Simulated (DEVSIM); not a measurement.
System: Ge n-i-p diode, at 300 K.

```csv
layer (left to right),material,thickness (μm),Nd (cm⁻³),Na (cm⁻³),τn (s),τp (s)
1,Ge,0.100,3.8e17,-,4.3e-5,4.3e-5
2,Ge,0.320,-,3.3e13,4.3e-5,4.3e-5
3,Ge,2.40,-,2e18,4.3e-5,4.3e-5
```

Left contact: ohmic. Right contact: ohmic. Voltage is applied to the left contact. Recombination: SRH at mid-gap, Auger. Mobility is μmin + (μ − μmin)/(1 + (N/Nref)^α).

This is a model device: material constants are rounded textbook-type values typed into the input, and sizes, dopings and lifetimes were drawn at random. Values at 300 K.

```tsv
parameter	Ge
gap (eV)	0.664
affinity (eV)	4
permittivity	16
Nc (cm⁻³)	1.04e19
Nv (cm⁻³)	6e18
μn (cm²/Vs)	3900
μp (cm²/Vs)	1900
μn,min	150
μp,min	100
Nref,n	2.6e17
Nref,p	4e17
αn	0.56
αp	0.6
Cn (cm⁶/s)	1e-31
Cp (cm⁶/s)	1e-31
```

DEVSIM, 1D drift-diffusion, Boltzmann statistics, complete ionisation; no tunnelling, impact ionisation, image-force lowering or self-heating.

### Question
Tabulate band edges, carrier densities and field at zero bias.

### Answer
Energies count from the Fermi level of the right contact; mesh points crowd at the junctions.

```
x (μm)   Ec (eV)  Ev (eV)  n (cm⁻³)  p (cm⁻³)  field (V/cm)
-------  -------  -------  --------  --------  ------------
0.000      0.086   -0.578    3.8e17     1.2e9           ≈ 0
0.01876    0.086   -0.578    3.8e17     1.2e9           ≈ 0
0.04679    0.086   -0.578    3.8e17     1.2e9            47
0.07457    0.087   -0.577    3.6e17     1.2e9          1700
0.1010     0.117   -0.547    1.1e17     3.9e9         29000
0.1227     0.163   -0.501    1.9e16    2.3e10         17000
0.1636     0.222   -0.442    2.0e15    2.2e11         13000
0.2600     0.346   -0.318    1.6e13    2.8e13         13000
0.3437     0.455   -0.209    2.4e11    1.8e15         13000
0.3882     0.519   -0.145    2.0e10    2.2e16         17000
0.4138     0.580   -0.084     1.9e9    2.3e17         39000
0.4420     0.636   -0.028     2.2e8    2.0e18           130
0.4872     0.636   -0.028     2.2e8    2.0e18           ≈ 0
0.5694     0.636   -0.028     2.2e8    2.0e18           ≈ 0
0.8147     0.636   -0.028     2.2e8    2.0e18           ≈ 0
1.190      0.636   -0.028     2.2e8    2.0e18           ≈ 0
1.842      0.636   -0.028     2.2e8    2.0e18           ≈ 0
2.337      0.636   -0.028     2.2e8    2.0e18           ≈ 0
2.634      0.636   -0.028     2.2e8    2.0e18           ≈ 0
2.733      0.636   -0.028     2.2e8    2.0e18           ≈ 0
2.786      0.636   -0.028     2.2e8    2.0e18           ≈ 0
2.820      0.636   -0.028     2.2e8    2.0e18           ≈ 0
```
